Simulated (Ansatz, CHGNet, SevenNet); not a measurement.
TaAs (model structure, started from the WC type, P-6m2, No. 187, 2 atoms in the cell): properties by level of theory

| level (code) | equilibrium lattice constant a (Å) | lattice parameter c (Å) |
|---|---|---|
| CHGNet 0.3.0 | 3.446 | 3.434 |
| SevenNet-0 | 3.394 | 3.534 |
| SevenNet-l3i5 | 3.396 | ? |
| LDA (Ansatz) | ? | 3.432 |
| PBEsol (Ansatz) | 3.370 | 3.457 |
| r²SCAN (Ansatz) | 3.408 | 3.451 |

What belongs in the gaps?


- SevenNet-l3i5, lattice parameter c (Å): 3.527
- LDA (Ansatz, a quantum-chemistry and plane-wave program), equilibrium lattice constant a (Å): 3.349

Ansatz's density-functional and Hartree–Fock values are scalar-relativistic unless marked +SOC, with PAW data made under PBE.

A model structure was made by putting elements into a prototype or built by hand; it is no filed structure, need not be a known phase, and can be a saddle point held by its symmetry.
